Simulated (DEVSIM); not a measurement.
System: abrupt Si n-p junction, at 350 K.

| layer (left to right) | material | thickness (μm) | Nd (cm⁻³) | Na (cm⁻³) | τn (s) | τp (s) |
|---|---|---|---|---|---|---|
| 1 | Si | 0.350 | 3.6e15 | - | 2.7e-5 | 2.7e-5 |
| 2 | Si | 11.0 | - | 3.3e16 | 2.7e-5 | 2.7e-5 |

Left contact: ohmic. Right contact: ohmic. Voltage is applied to the left contact. Recombination: SRH at mid-gap, radiative. Mobility is μmin + (μ − μmin)/(1 + (N/Nref)^α).

Constants are typed, rounded textbook-type inputs, not results; the design itself was drawn at random and stands for no fabricated device. Values at 300 K; Nc and Nv go as T^1.5, mobilities as T to minus their exponent, the gap by Varshni's rule with the affinity fixed.

```
parameter               Si
----------------  --------
gap (eV)             1.124
affinity (eV)         4.05
permittivity          11.7
Nc (cm⁻³)          2.86e19
Nv (cm⁻³)           3.1e19
μn (cm²/Vs)           1417
μp (cm²/Vs)            470
μn,min                  52
μp,min                  45
Nref,n              9.7e16
Nref,p              2.2e17
αn                    0.68
αp                    0.72
T exponent of μn       2.3
T exponent of μp       2.2
B (cm³/s)          4.7e-15
Varshni α (eV/K)  0.000473
Varshni β (K)          636
```

Model (solved in DEVSIM): 1D drift-diffusion, Boltzmann statistics, complete ionisation; no tunnelling, impact ionisation, image-force lowering or self-heating.

Give the dark forward current.


```json
[
 {"V (V)": "-0.05", "J (A/cm²)": "-6.2e-5"},
 {"V (V)": "-0.10", "J (A/cm²)": "-0.00034"},
 {"V (V)": "-0.15", "J (A/cm²)": "-0.0016"},
 {"V (V)": "-0.20", "J (A/cm²)": "-0.0070"},
 {"V (V)": "-0.25", "J (A/cm²)": "-0.031"},
 {"V (V)": "-0.35", "J (A/cm²)": "-0.57"},
 {"V (V)": "-0.40", "J (A/cm²)": "-2.3"},
 {"V (V)": "-0.45", "J (A/cm²)": "-8.5"},
 {"V (V)": "-0.50", "J (A/cm²)": "-24"},
 {"V (V)": "-0.55", "J (A/cm²)": "-53"},
 {"V (V)": "-0.60", "J (A/cm²)": "-92"},
 {"V (V)": "-0.65", "J (A/cm²)": "-140"},
 {"V (V)": "-0.70", "J (A/cm²)": "-190"},
 {"V (V)": "-0.75", "J (A/cm²)": "-250"},
 {"V (V)": "-0.85", "J (A/cm²)": "-390"},
 {"V (V)": "-0.90", "J (A/cm²)": "-470"},
 {"V (V)": "-0.95", "J (A/cm²)": "-550"},
 {"V (V)": "-1.00", "J (A/cm²)": "-640"},
 {"V (V)": "-1.05", "J (A/cm²)": "-740"},
 {"V (V)": "-1.10", "J (A/cm²)": "-840"},
 {"V (V)": "-1.15", "J (A/cm²)": "-950"},
 {"V (V)": "-1.20", "J (A/cm²)": "-1100"},
 {"V (V)": "-1.25", "J (A/cm²)": "-1200"},
 {"V (V)": "-1.35", "J (A/cm²)": "-1500"},
 {"V (V)": "-1.40", "J (A/cm²)": "-1600"},
 {"V (V)": "-1.45", "J (A/cm²)": "-1800"},
 {"V (V)": "-1.50", "J (A/cm²)": "-2000"},
 {"V (V)": "-1.55", "J (A/cm²)": "-2200"}
]
```
